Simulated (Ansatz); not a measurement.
We consider ScC (Fm-3m, No. 225, 2 atoms in the cell; start mp-10020), described by LDA (PAW; Ansatz, a quantum-chemistry and plane-wave program).

The input as run:

Ansatz 0.2 input:
```yaml
crystal:
  lattice:
    - [0.0, 2.2802448247, 2.2802448247]
    - [2.2802448247, 0.0, 2.2802448247]
    - [2.2802448247, 2.2802448247, 0.0]
  atoms:
    - { symbol: Sc, position: [0.0, 0.0, 0.0] }
    - { symbol: C, position: [0.5, 0.5, 0.5] }
basis:
  ecutwfc: 520
  ecutrho_ratio: 4
  xc_grid: 2
kpoints:
  mp_grid: { grid: [20, 20, 20] }
hamiltonian:
  xc: lda
  dispersion: none
  pseudopotentials: { azcp: { folder: ./paw }, kind: paw }
scf:
  occupations: { method: fermi_dirac, width: 0.05 }
output:
  forces: true
  stress: true
  eigenvalues: true
relax:
  f_tol: 0.004
  escape_saddle: false
  max_steps: 80
```

Excerpt of the program's output:

```
WARN output.stress: scf.convergence.dr2_threshold = 1e-7 eV (the SCF's general default) is looser than the 2e-10 eV advised for a printed stress (1e-10 eV for …
Relaxation: its limit of steps is 80 (relax.max_steps)
Crystal: 2 atoms, lattice volume = 23.712 Å³
Basis set: ecut = 520 eV, 609 PW (Γ), exchange–correlation on 48×48×48 points (8 copies of the dense FFT grid, shifted against one another)
Bands: 12, of which v1, the nominal top of the filled ones, is band 8 counted from 1 (7 counted from 0)
Symmetry: 48 space group operations
Space group: Fm-3m (ITA 225), of the structure as read, at distance tolerance 2.9e-5 Å
k-points: 256 of 8000
Initial density: superposition of atomic densities (chi_scale 0.1, normalization cell, long waves kept (reshape's long-wave potential 0.00 eV rms))
Functional: x = slater, c = lda
SCF iter   1: F=—  HF=-2332.692876 eV  |F-HF|=—  |Δ(HF+E_count)|=         —  Δρ=5.75e-2  dr2=1.08e0
SCF iter   2: F=—  HF=-2332.550858 eV  |F-HF|=—  |Δ(HF+E_count)|=   1.42e-1  Δρ=3.71e-2  dr2=4.62e-1
  ...
SCF iter   5: F=—  HF=-2332.441986 eV  |F-HF|=—  |Δ(HF+E_count)|=   2.22e-5  Δρ=1.41e-4  dr2=2.16e-6
SCF iter   6: F=-2332.441987 eV  HF=-2332.441987 eV  |F-HF|=1.22e-8  |Δ(HF+E_count)|=   1.03e-6  Δρ=1.90e-5  dr2=6.09e-8
SCF 1 converged in 6 iterations: F = -2332.441987 eV  dr2 = 6.09e-8
SCF converged after 6 iterations
Free energy (F): -2332.441987 eV
Internal energy: -2332.430691 eV  (E = F + TS)
E sigma→0 (E₀):  -2332.436339 eV
Fermi energy:    10.998247 eV
--- Stress (GPa, compression-positive) ---
        3.663964       0.000000       0.000000
        0.000000       3.663964      -0.000000
        0.000000      -0.000000       3.663964
  P = ⅓ Tr σ = 3.6640 GPa (36.640 kbar)
```

The cell is one volume of an energy–volume scan, off the minimum.

The PAW data were made under PBE.

Note: the relaxation could not lower the start's symmetry, so the cell can be a saddle point above a distorted one.

Computing time: very roughly 5 core-seconds.

A start named mp-… is a Materials Project structure, which need not be a measured phase.
